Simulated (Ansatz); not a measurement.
Data:

End structure of a constructed model of the (110) surface of bcc Mo, a pseudomorphic layer of Ir in the host's stacking (bottom of the slab: a bare face, its two planes held):

```yaml
crystal:
  lattice:
    - [2.73735, 0.00000, 0.00000]
    - [-0.91245, 2.58080, 0.00000]
    - [0.00000, 0.00000, 30.00000]
  atoms:
    - { symbol: Mo, position: [0.50000, 0.50000, 0.26988] }
    - { symbol: Mo, position: [0.00000, 0.00000, 0.34438] }
    - { symbol: Mo, position: [0.50000, 0.50000, 0.41903] }
    - { symbol: Mo, position: [0.00000, 0.00000, 0.49343] }
    - { symbol: Mo, position: [0.50000, 0.50000, 0.56776] }
    - { symbol: Mo, position: [0.00000, 0.00000, 0.64262] }
    - { symbol: Ir, position: [0.50000, 0.50000, 0.71164] }
```

Slab: 7 atoms, 13.8 Å thick at the start with caps and adatoms (thin: gaps and levels are the slab's own); k 14x14x1, smearing 0.1 eV, dipole-corrected; single point; on the structure that PBE left under its start's symmetry; no spin, no spin-orbit, no U. It is one candidate, not shown to be the stable structure of the face.

Task: Estimate the work function of the top face that r2SCAN, at the PBE geometry run with Ansatz (an electronic-structure program) returns for this input.

Result: 4.97 eV
